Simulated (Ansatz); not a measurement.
## Worked sum: formation energy of the neutral 3 Ga_Si in Si (diamond, Fd-3m)

This concerns the formation energy of the neutral 3 Ga_Si in Si (diamond, Fd-3m). Reaction: 3 Ga (Cmce) + 61 Si (diamond) → cell A.

A: a supercell of 64 sites of Si (diamond, Fd-3m) with Ga on a Si site (4 Si at 2.40 Å); two times Ga on a Si site (4 Si at 2.40–2.43 Å); the closest two of these centres are 4.5 Å apart, the farthest 6.0 Å; an odd number of electrons; spin state with PBE: no moments.

Ansatz (an electronic-structure program) with PAW potentials; structures come from PBE relaxations, nuclei static, no net charge. Ansatz runs with its default PAW set. Other levels take these structures. The lattices are those relaxed with PBE, so at other levels the solids can be strained, which adds to the spread. Larger cells are relaxed from a start prepared with the learned potential CHGNet till forces fall under 0.03 eV/Å, which some starts already meet. A dispersion term (D3(BJ), or D4 for r2SCAN) was computed beside these levels and is taken off wherever the name lacks it. The PAW files were made for PBE and serve at the other functionals too. Space groups of crystals are read within 0.01 Å. The cell is small for its defects, so this is an ordered compound on the host's lattice rather than an isolated defect.

Total energies of the cells in eV, at zero smearing width. They compare only within one column; the weights balance every element.

| cell | atoms | weight | PBE | LDA |
|---|---|---|---|---|
| A: Si:3 Ga_Si | 64 | +1 | -50131.35731 | -48246.13103 |
| Ga (Cmce) | 4 | −3/4 | -15132.08234 | -14827.78246 |
| Si (diamond) | 64 | −61/64 | -40691.69042 | -38952.79688 |

PBE: (-50131.35731) − 3/4 × (-15132.08234) − 61/64 × (-40691.69042) = 1.972 eV.

LDA: (-48246.13103) − 3/4 × (-14827.78246) − 61/64 × (-38952.79688) = 1.590 eV.
